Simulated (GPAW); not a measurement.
GPAW run on ZrSnTe (P4/nmm, 6 atoms in the cell): self-consistent single point.

Level of theory: PBEsol, GPAW PAW datasets PBEsol (made by gpaw-setup) (plane waves; GPAW).

The change in words: lattice scaled by 0.98. Reference geometry:
```xyz
6
Lattice="4.0959 0.0000 0.0000 0.0000 4.0959 0.0000 0.0000 0.0000 8.7832" Properties=species:S:1:pos:R:3 pbc="T T T"
Zr     2.0479     0.0000     2.3150
Zr     0.0000     2.0479     6.4682
Sn     0.0000     0.0000     0.0000
Sn     2.0479     2.0479     0.0000
Te     2.0479     0.0000     5.4404
Te     0.0000     2.0479     3.3428
```

Reference input (self-consistent single point, DFT PBEsol, plane waves, GPAW PAW datasets PBEsol (made by gpaw-setup)): mode = pw; ecut = 600 eV; xc = PBEsol; kpts = 5 5 3; mesh shift (steps) = 0 0 0; occupations.name = methfessel-paxton; occupations.width = 0.136 eV; occupations.order = 0; nbands = -12; symmetry.symmorphic = false; symmetry.tolerance = 0.0005; maxiter = 150. This run's input differs from it in these lines:

```diff
@@ -5,5 +5,5 @@
 atoms = Atoms(['Zr', 'Zr', 'Sn', 'Sn', 'Te', 'Te'],
-              cell=[[4.095851, 0.000000, 0.000000],
-                    [0.000000, 4.095851, 0.000000],
-                    [0.000000, 0.000000, 8.783204]],
+              cell=[[4.013934, 0.000000, 0.000000],
+                    [0.000000, 4.013934, 0.000000],
+                    [0.000000, 0.000000, 8.607540]],
               scaled_positions=[[0.500000, 0.000000, 0.263570],
```

Log, with long lists cut:

```
     iter     time        total  log10-change:
                         energy   eigst   dens
iter:   1 --:--:--   -36.942410
iter:   2 --:--:--   -36.926325   -0.66  -1.36
iter:   3 --:--:--   -36.783802   -1.47  -1.38
iter:   4 --:--:--   -36.658406   -2.39  -1.59
iter:   5 --:--:--   -36.622468   -2.27  -1.64
iter:   6 --:--:--   -36.620807   -2.81  -2.19
iter:   7 --:--:--   -36.611829c  -3.51  -2.32
iter:   8 --:--:--   -36.610047c  -3.90  -2.62
iter:   9 --:--:--   -36.608521c  -3.73  -2.58
iter:  10 --:--:--   -36.608328c  -4.96  -3.13
iter:  11 --:--:--   -36.608388c  -5.49  -3.24
   [... 4 lines left out ...]
iter:  16 --:--:--   -36.608232c  -6.28  -3.20
iter:  17 --:--:--   -36.607984c  -4.82  -3.22
iter:  18 --:--:--   -36.607970c  -6.39  -3.66
iter:  19 --:--:--   -36.607964c  -5.72  -3.72
iter:  20 --:--:--   -36.607966c  -6.70  -4.13c
iter:  21 --:--:--   -36.607964c  -8.08c -4.31c
Converged after 21 iterations.

Dipole moment: (-0.000000, -0.000000, 0.000000) |e|*Ang

Energy contributions relative to reference atoms: (reference = -900971.325609)

Kinetic:        +39.564474
Potential:      -35.906489
External:        +0.000000
XC:             -41.215557
Entropy (-ST):   -0.018627
Local:           +0.958921
SIC:             +0.000000
--------------------------
Free energy:    -36.617278
Extrapolated:   -36.607964

Showing only first 2 kpts
 Kpt  Band  Eigenvalues  Occupancy
  0    30      8.71628    2.00000
  0    31      9.48021    1.99999
  0    32      9.96215    0.61997
  0    33     10.01058    0.31756

  1    30      8.74758    2.00000
  1    31      8.74758    2.00000
  1    32     10.25981    0.00033
  1    33     10.35222    0.00001

Fermi level: 9.91446

No gap
   [... lines left out ...]
  0 Zr    0.00000    0.00000    0.17398
  1 Zr    0.00000    0.00000   -0.17398
  2 Sn    0.00000    0.00000    0.00000
  3 Sn    0.00000    0.00000    0.00000
  4 Te   -0.00000    0.00000   -0.18363
  5 Te    0.00000    0.00000    0.18363

Stress tensor:
    -0.009970     0.000000     0.000000
     0.000000    -0.009970     0.000000
     0.000000     0.000000    -0.012478
Stress (GPa, Voigt): [-1.5974 -1.5974 -1.9992  0.      0.      0.    ]
```

The run converged in 21 iterations. GPAW prints stress with tension positive. Against the reference run the free energy falls by 9.4 meV/atom, the pressure goes from -3.64 to 1.73 GPa and the largest force goes from 0.131 to 0.184 eV/Å.

The starting cell comes from a database of computed structures (which also holds hypothetical and non-ambient phases and stackings), without a prior relaxation at this level. Its lattice was rescaled by a random factor within 2.5 % of one. For this run, on top of that: lattice scaled by 0.98.

Cost on one core of a shared machine: roughly 2 min.
